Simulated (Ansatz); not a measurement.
Results of PBE in Ansatz (plane waves, PAW) for SeS (Fm-3m, No. 225, 2 atoms in the cell; start mp-2559).

Run with plane-wave cutoff 520 eV, 18×18×18 k mesh, Fermi–Dirac smearing 0.05 eV, scalar-relativistic PAW data made under PBE.

Cell (relaxed at this level):

```cif
data_S4Se4
_chemical_formula_sum 'Se4 S4'
_space_group_name_H-M_alt 'Fm-3m'
_space_group_IT_number 225
_space_group_name_Hall '-F 4 2 3'
_cell_length_a 5.42214
_cell_length_b 5.42214
_cell_length_c 5.42214
_cell_angle_alpha 90.000
_cell_angle_beta 90.000
_cell_angle_gamma 90.000
loop_
_atom_site_label
_atom_site_type_symbol
_atom_site_symmetry_multiplicity
_atom_site_Wyckoff_symbol
_atom_site_fract_x
_atom_site_fract_y
_atom_site_fract_z
_atom_site_occupancy
Se1 Se 4 b 0.50000 0.50000 0.50000 1
S1 S 4 a 0.00000 0.00000 0.00000 1
```
(The calculation used a cell of 2 atoms; values per cell refer to that cell.)

Q: Give the computed bulk modulus B0.

A: 
bulk modulus B0: 77.2 GPa

The run finds no gap.

Note: the bulk modulus is −V dP/dV from two relaxed cells at ±2 % in volume; the relaxation could not lower the start's symmetry, so the cell can be a saddle point above a distorted one.

Computed values are for the static lattice.

Computing time: roughly 40 core-seconds.

A start named mp-… is a Materials Project structure, which need not be a measured phase.

Ansatz is a program for electronic structure.
